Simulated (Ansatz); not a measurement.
## GaP: pressure series

Start from GaP in the zinc blende structure (space group F-43m, No. 216).

```
CELL_PARAMETERS angstrom
      0.00000     2.69570     2.69570
      2.69570     0.00000     2.69570
      2.69570     2.69570     0.00000
ATOMIC_POSITIONS crystal
  Ga 0.00000 0.00000 0.00000
  P  0.25000 0.25000 0.25000
```

Cell and atoms are relaxed at each pressure.

Calculations: Ansatz (a quantum-chemistry and plane-wave program), LDA, PAW, cutoff 420 eV, no spin-orbit coupling.

Candidates:
(a) pressure 4.5 GPa
(b) pressure −2 GPa
(c) pressure 15 GPa
(d) pressure 22.5 GPa

Before the change:

```
Quantity   Result
--------  -------
Band gap  1.38 eV
```

### Question
Order them by band gap, lowest first.

### Answer
(d) pressure 22.5 GPa (1.00 eV), (c) pressure 15 GPa (1.12 eV), (a) pressure 4.5 GPa (1.30 eV), (b) pressure −2 GPa (1.42 eV)

Load acts through the strain it causes; cell and atoms are relaxed under it. No phonon test of stability was made. Tetrahedral semiconductors of this kind turn to denser phases somewhere between about 1 and 50 GPa; those were not computed, so compressed cells here can lie past the real transition.
